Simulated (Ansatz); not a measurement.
The reference is CsPbCl₃ in the cubic perovskite structure (space group Pm-3m, No. 221; a = 5.619 Å).

The values are results of PBEsol in Ansatz (plane waves to 420 eV, PAW, no spin-orbit coupling), earlier PAW set, not measurements.

Before the change:

| Item | Result |
|---|---|
| Lattice parameter a | 10.618 bohr |

It is then changed as follows: F takes the place of Cl on all its sites; the structure is relaxed again.

Tabulated Pauling electronegativity and covalent radius: Cl 3.16, 1.02 Å; F 3.98, 0.57 Å.

Problem. Estimate the effect on the lattice parameter a.

Solution. The lattice parameter a decreases by 1.520 bohr, from 10.618 bohr to 9.098 bohr.

Stability against distortions was not tested. Many cubic perovskites are stable only at high temperature; tilts and polar distortions were not tested. This is not the structure that CsPbCl3 has at room temperature and ambient pressure.

Ansatz is a quantum-chemistry and plane-wave program.
